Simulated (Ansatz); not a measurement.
The starting structures come from a database of crystals and need not be the phases stable at ambient conditions.

Tunnelling through a barrier is set by its complex band structure: the current falls as exp(−2κd) with the smallest κ.

Input:

```xyz
12
Lattice="5.0747 0.0000 0.0000 0.0000 5.2834 0.0000 0.0000 0.0000 5.1011" Properties=species:S:1:pos:R:3 pbc="T T T"
Zr     1.3522     0.1599     3.8210
Zr     3.7225     5.1235     1.2705
Zr     1.3522     2.4818     1.2705
Zr     3.7225     2.8016     3.8210
O      2.7236     1.2145     2.5548
O      2.3511     4.0689     0.0043
O      2.7236     1.4272     0.0043
O      2.3511     3.8562     2.5548
O      0.3418     1.9286     3.0918
O      4.7328     3.3548     0.5413
O      0.3418     0.7131     0.5413
O      4.7328     4.5703     3.0918
```

The cell is taken as given.

Transport runs along the normal of the first two printed cell vectors.

The gap is the functional's own, uncorrected, and κ follows it; spin-orbit coupling is left out. Mid-gap means the computed energy nearest the middle.

Question: Give the band gap and the smallest decay constant κ at mid-gap that r2SCAN (Ansatz, a first-principles code) yields.

Answer: Gap 4.40 eV on a 6×6×6 mesh; κ = 0.419 1/Å, at the zone centre.
